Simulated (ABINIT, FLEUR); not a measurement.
An ABINIT input for a self-consistent single point of NbAl₃ (I4/mmm, 4 atoms in the cell) (DFT, PBEsol, plane waves, norm-conserving pseudopotentials (PseudoDojo nc-sr-04 PBEsol standard)):

```
# NbAl3, PseudoDojo nc-sr-04 PBEsol standard
pp_dirpath "./"
pseudos "Al.upf, Nb.upf"
acell 9.7810092045 9.7810092045 9.7810092045
rprim
        -0.3775905339    0.3775905339    0.8454884845
         0.3775905339   -0.3775905339    0.8454884845
         0.3775905339    0.3775905339   -0.8454884845
natom 4
ntypat 2
znucl 13 41
typat 1 1 1 2
xcart
         0.0000000000   -0.0000000000    8.2697306495
         0.0000000000    3.6932164873    4.1348653247
         3.6932164873    0.0000000000    4.1348653247
         0.0000000000    0.0000000000    0.0000000000
ecut 82 Ry
ixc -116133
occopt 3
tsmear 0.00499791
nband 16
kptopt 1
ngkpt 12 12 12
nshiftk 1
shiftk 0 0 0
nstep 60
toldfe 1.0e-09
prtwf 0
prtden 0
prtvol 1
enunit 2
```

Task: Write the same calculation as an input for FLEUR.

Result: This is the input that was run; spellings and numerical settings could be chosen otherwise.

Input of the input generator:

```
NbAl3 FLAPW
&input film=f /
-0.3775905339 0.3775905339 0.8454884845
0.3775905339 -0.3775905339 0.8454884845
0.3775905339 0.3775905339 -0.8454884845
9.7810092045
1.0 1.0 1.0

4
13 0.5000000000 0.5000000000 0.0000000000
13 0.7500000000 0.2500000000 0.5000000000
13 0.2500000000 0.7500000000 0.5000000000
41 0.0000000000 0.0000000000 0.0000000000

&comp jspins=1 /
&exco xctyp='PBEs' /
&kpt div1=12 div2=12 div3=12 gamma=t /
&end /
```

```xml
<?xml version="1.0" encoding="UTF-8" standalone="no"?>
<fleurInput fleurInputVersion="0.39">
   <comment>
      NbAl3 FLAPW                                                                                         
   </comment>
   <calculationSetup>
      <cutoffs Kmax="4.2" Gmax="16.8" GmaxXC="16.8" numbands="0"/>
      <scfLoop itmax="60" minDistance="0.00001" maxIterBroyd="15" imix="Anderson" alpha="0.05" precondParam="0.0" spinf="2.0"/>
      <coreElectrons ctail="T" frcor="F" kcrel="0" coretail_lmax="0"/>
      <xcFunctional name="PBEs" relativisticCorrections="F"/>
      <magnetism jspins="1"/>
      <soc l_soc="F" theta="0.0" phi="0.0" spav="F"/>
      <expertModes spex="0" secvar="F"/>
      <geometryOptimization l_f="T" forcealpha="1.0" forcemix="BFGS" epsdisp="0.00001" epsforce="0.00001"/>
      <ldaU l_linMix="F" mixParam="0.05" spinf="1.0"/>
   </calculationSetup>
   <cell>
      <bzIntegration valenceElectrons="22.0" mode="hist" fermiSmearingEnergy="0.00499791">
         <kPointListSelection listName="default-1"/>
         <!-- k-points included here -->
         <xi:include xmlns:xi="http://www.w3.org/2001/XInclude" href="kpts.xml"> </xi:include>
      </bzIntegration>
      <!-- symmetry operations included here -->
      <xi:include xmlns:xi="http://www.w3.org/2001/XInclude" href="sym.xml"> </xi:include>
      <bulkLattice scale="1.0">
         <bravaisMatrix>
            <row-1>   -3.6932164876079696     3.6932164876079696     8.2697306491932565</row-1>
            <row-2>    3.6932164876079696    -3.6932164876079696     8.2697306491932565</row-2>
            <row-3>    3.6932164876079696     3.6932164876079696    -8.2697306491932565</row-3>
         </bravaisMatrix>
      </bulkLattice>
   </cell>
   <atomSpecies>
      <species name="Aluminum (Al)" element="Al" atomicNumber="13">
         <mtSphere radius="1.92" gridPoints="665" logIncrement="0.017"/>
         <atomicCutoffs lmax="8" lnonsphr="6"/>
         <electronConfig flipSpins="F">
            <coreConfig>(1s1/2) (2s1/2) (2p1/2) (2p3/2)</coreConfig>
            <valenceConfig>(3s1/2) (3p1/2) (3p3/2)</valenceConfig>
            <stateOccupation state="(3p1/2)" spinUp="0.1666666666667" spinDown="0.1666666666667"/>
            <stateOccupation state="(3p3/2)" spinUp="0.3333333333333" spinDown="0.3333333333333"/>
         </electronConfig>
         <energyParameters s="3" p="3" d="3" f="4"/>
      </species>
      <species name="Niobium (Nb)" element="Nb" atomicNumber="41">
         <mtSphere radius="2.68" gridPoints="925" logIncrement="0.014"/>
         <atomicCutoffs lmax="10" lnonsphr="8"/>
         <electronConfig flipSpins="F">
            <coreConfig>(1s1/2) (2s1/2) (2p1/2) (2p3/2) (3s1/2) (3p1/2) (3p3/2) (3d3/2) (3d5/2)</coreConfig>
            <valenceConfig>(4s1/2) (4p1/2) (4p3/2) (5s1/2) (4d3/2) (4d5/2)</valenceConfig>
            <stateOccupation state="(5s1/2)" spinUp="0.5" spinDown="0.5"/>
            <stateOccupation state="(4d3/2)" spinUp="0.8" spinDown="0.8"/>
            <stateOccupation state="(4d5/2)" spinUp="1.2" spinDown="1.2"/>
         </electronConfig>
         <energyParameters s="5" p="5" d="4" f="4"/>
         <lo type="SCLO" l="0" n="4" eDeriv="0"/>
         <lo type="SCLO" l="1" n="4" eDeriv="0"/>
      </species>
   </atomSpecies>
   <atomGroups>
      <atomGroup species="Aluminum (Al)">
         <relPos label="                   1">1.000/2.000 1.000/2.000 .0000000000</relPos>
         <force calculate="T" relaxXYZ="TTT"/>
      </atomGroup>
      <atomGroup species="Aluminum (Al)">
         <relPos label="                   2">-1.000/4.000 1.000/4.000 1.000/2.000</relPos>
         <relPos label="                   3">1.000/4.000 -1.000/4.000 1.000/2.000</relPos>
         <force calculate="T" relaxXYZ="TTT"/>
      </atomGroup>
      <atomGroup species="Niobium (Nb)">
         <relPos label="                   4">.0000000000 .0000000000 .0000000000</relPos>
         <force calculate="T" relaxXYZ="TTT"/>
      </atomGroup>
   </atomGroups>
   <output dos="F" band="F" slice="F">
      <checks vchk="F" cdinf="F"/>
      <bandDOS minEnergy="-.5*Htr" maxEnergy="0.5*Htr" sigma="0.015" storeEVData="T"/>
      <vacuumDOS vacdos="F" integ="F" star="F" nstars="0" locx1="0.0" locy1="0.0" locx2="0.0" locy2="0.0" nstm="0" tworkf="0.0"/>
      <unfoldingBand unfoldBand="F" supercellX="1" supercellY="1" supercellZ="1"/>
      <plotting iplot="0" polar="F">
         <plot TwoD="T" vec1="  1.0  0.0  0.0" vec2="  0.0  1.0  0.0" vec3="  0.0  0.0  1.0" zero="  0.0  0.0  0.0" file="plot"/>
      </plotting>
      <chargeDensitySlicing numkpt="0" minEigenval="0.0" maxEigenval="0.0" nnne="0" pallst="F"/>
      <specialOutput eonly="F"/>
      <magneticCircularDichroism mcd="F" energyLo="-10.0" energyUp="0.0"/>
   </output>
  <!-- We include the file relax.xml here to enable relaxations (see documentation) -->
  <xi:include xmlns:xi="http://www.w3.org/2001/XInclude" href="relax.xml"> <xi:fallback/> </xi:include>
</fleurInput>
```

Basis, cutoffs, solver keys and any potentials are the target program's own. This input uses DFT, PBEsol, all-electron FLAPW (FLEUR), scalar-relativistic valence.

The starting cell comes from a database of computed structures (which also holds hypothetical and non-ambient phases and stackings), without a prior relaxation at this level. Its lattice was rescaled by a random factor within 2.5 % of one.
